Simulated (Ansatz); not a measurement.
The starting structures come from a database of crystals and need not be the phases stable at ambient conditions.

By PBEsol, the system below comes out a metal.

The ballistic (Sharvin) conductance counts the channels at the Fermi level: G/A = (e²/h) × channels of both spins per area.

```
InPd3
1.0
    5.66378     0.00000     0.00000
   -2.83189     4.90498     0.00000
    2.83189     1.63499     2.31223
In Pd
1 3
Direct
  0.00000   0.00000   0.00000
  0.00000   0.50000   0.00000
  0.50000   0.50000   0.00000
  0.50000   0.00000   0.00000
```

Space group of this cell: Pm-3m, Cu3Au type. The cell is taken as given; by PBEsol its mean pressure is -4.2 GPa.

The current flows along the normal of the first two printed cell vectors, the (111) plane of the conventional cell. No spin-orbit coupling; the value is a mean over 0.1 eV about the Fermi level.

Task: State the ballistic conductance per area according to Ansatz (a first-principles code) with PBEsol.

Result: 0.78 × 10¹⁵ S/m² for both spins.
